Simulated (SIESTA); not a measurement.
A self-consistent single point of BN (F-43m, 2 atoms in the cell) with SIESTA.

Method: GGA PBE, numerical atomic orbitals DZP, PseudoDojo PBE standard norm-conserving potentials (rewritten from UPF to PSML) run with SIESTA.

The change in words: lattice scaled by 0.98. Reference geometry:
```xyz
2
Lattice="0.0000 1.8075 1.8075 1.8075 0.0000 1.8075 1.8075 1.8075 0.0000" Properties=species:S:1:pos:R:3 pbc="T T T"
B      0.0000     0.0000     0.0000
N      0.9038     0.9038     0.9038
```

Reference input (self-consistent single point, DFT, GGA PBE, numerical atomic orbitals DZP, PseudoDojo PBE standard norm-conserving potentials (rewritten from UPF to PSML)): XC.functional = GGA; XC.authors = PBE; potentials = PseudoDojo PBE standard; PAO.BasisSize = DZP; PAO.EnergyShift = 0.005 Ry; MeshCutoff = 300 Ry; kgrid.MonkhorstPack = 11 11 11; OccupationFunction = FD; ElectronicTemperature = 0.01 eV; MaxSCFIterations = 150; SCF.Mixer.Method = Pulay; SCF.Mixer.Weight = 0.25. This run's input differs from it in these lines:

```diff
@@ -12,5 +12,5 @@
 %block LatticeVectors
-     0.000000000    1.807500000    1.807500000
-     1.807500000    0.000000000    1.807500000
-     1.807500000    1.807500000    0.000000000
+     0.000000000    1.771350000    1.771350000
+     1.771350000    0.000000000    1.771350000
+     1.771350000    1.771350000    0.000000000
 %endblock LatticeVectors
@@ -19,3 +19,3 @@
      0.000000000    0.000000000    0.000000000  1
-     0.903750000    0.903750000    0.903750000  2
+     0.885675000    0.885675000    0.885675000  2
 %endblock AtomicCoordinatesAndAtomicSpecies
```

Log, with long lists cut:

```
        iscf     Eharris(eV)        E_KS(eV)     FreeEng(eV)     dDmax    Ef(eV) dHmax(eV)
   scf:    1     -354.626029     -363.794515     -363.794515  1.695612 -4.923656  4.044420
   scf:    2     -364.646771     -364.275892     -364.275892  0.189878 -4.493488  1.926861
   scf:    3     -364.420597     -364.384575     -364.384575  0.175552 -4.051672  0.289771
   scf:    4     -364.394883     -364.390709     -364.390709  0.078592 -3.867871  0.017191
   scf:    5     -364.390744     -364.390728     -364.390728  0.003917 -3.877845  0.002832
   scf:    6     -364.390730     -364.390729     -364.390729  0.001093 -3.879880  0.000358
   scf:    7     -364.390729     -364.390729     -364.390729  0.000044 -3.880032  0.000131
   scf:    8     -364.390729     -364.390729     -364.390729  0.000020 -3.880024  0.000003
mix: Pulay -- inversion failed, > SVD [rank/size] 4 / 7
   scf:    9     -364.390729     -364.390729     -364.390729  0.000001 -3.880026  0.000001
SCF Convergence by DM+H criterion
max |DM_out - DM_in|         :     0.0000006472
max |H_out - H_in|      (eV) :     0.0000006289
SCF cycle converged after 9 iterations

Using DM_out to compute the final energy and forces

siesta: E_KS(eV) =             -364.3907

siesta: E_KS - E_eggbox =      -364.3907

siesta: Atomic forces (eV/Ang):
     1   -0.000089   -0.000089   -0.000089
     2    0.000088    0.000088    0.000088
   Tot   -0.000001   -0.000001   -0.000001
   Max    0.000089
   Res    0.000089    sqrt( Sum f_i^2 / 3N )
   Max    0.000089    constrained

Stress tensor Voigt[x,y,z,yz,xz,xy] (kbar):     -312.21     -312.21     -312.21       -0.02       -0.02       -0.02
(Free)E + p*V (eV/cell)     -362.2246
Target enthalpy (eV/cell)     -364.3907

siesta: Program's energy decomposition (eV):
siesta: FreeEng =      -364.390729

   [... lines left out ...]
siesta:    -0.194866   -0.000011   -0.000011
siesta:    -0.000011   -0.194866   -0.000011
siesta:    -0.000011   -0.000011   -0.194866

siesta: Cell volume =         11.115862 Ang**3

siesta: Pressure (static):
siesta:                Solid            Molecule  Units
siesta:           0.00212236          0.00212228  Ry/Bohr**3
siesta:           0.19486588          0.19485880  eV/Ang**3
siesta:         312.20956770        312.19822172  kBar
```

The run converged in 9 iterations. Against the reference run the free energy goes up by 37.7 meV/atom, the pressure goes from 4.58 to 31.22 GPa and the gap on the mesh goes from 4.658 to 4.743 eV.

The starting cell has typed, rounded lattice constants, without a prior relaxation at this level. For this run, on top of that: lattice scaled by 0.98. Values carry the incompleteness of an atom-centred basis. With a pressure of about 31 GPa the cell is away from its equilibrium volume at this level.

Cost on one core of a shared machine: roughly 70 s.
